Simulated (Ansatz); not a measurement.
The parent structure is ZrSi$_{2}$ (space group Cmcm, No. 63; a = 3.689 Å, b = 14.858 Å, c = 3.667 Å).

Method: Kohn–Sham DFT with the r2SCAN functional, run in Ansatz (a quantum-chemistry and plane-wave program) with PAW and 500 eV plane waves, spin-orbit coupling left out.

Before the change:

- Pressure: 0.0 GPa
- Band gap: zero

One thing is altered: an isotropic linear strain of −1.37 %; the atoms relax in the strained cell.

Task: What happens to the energy relative to the base, pressure and band gap?

Result: The energy rises by 12 meV/atom; the pressure (mean of the normal stresses, compression positive) goes from zero to 6.0 GPa; the band gap is still zero.

Whether these cells are dynamically stable was not tested. All final runs are without spin polarisation.
